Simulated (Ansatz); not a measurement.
The parent structure is Sn (space group I4_1/amd, No. 141; a = 5.8866 Å, c = 3.1864 Å; relaxed with 0.1 eV smearing). Axes: x, y, z lie along a, b, c of the conventional cell.

Computed with r2SCAN in Ansatz (plane waves to 500 eV, PAW, no SOC).

Strains are applied to the cell and any free atomic positions relax; under biaxial strain the out-of-plane vector relaxes too; under stress the whole cell relaxes.

One change was made to it. Results:

```csv
quantity,base,after
energy relative to the base (free energy F),0 meV/atom,+5.7 meV/atom
shortest interatomic distance,3.049 Å,3.011 Å
band gap,zero,zero
```

Q: Which change produced these results?
A) uniaxial strain ε_yy = −2.88 %
B) uniaxial stress, 2 GPa compression along z
C) uniaxial strain ε_yy = −0.50 %
D) biaxial strain +1.04 %, plane normal [001], relaxed out of plane
E) uniaxial strain ε_zz = +2.94 %

A: A, uniaxial strain ε_yy = −2.88 %. For comparison, the shortest interatomic distance in the other runs: biaxial strain +1.04 %, plane normal [001], relaxed out of plane gives 3.077 Å; uniaxial strain ε_yy = −0.50 % gives 3.042 Å; uniaxial stress, 2 GPa compression along z gives 3.059 Å; uniaxial strain ε_zz = +2.94 % gives 3.055 Å.

A biaxial case was relaxed in a doubled cell and then solved in the primitive one. Beyond what the load breaks, stability against distortions was not tested.

Ansatz is an electronic-structure program.
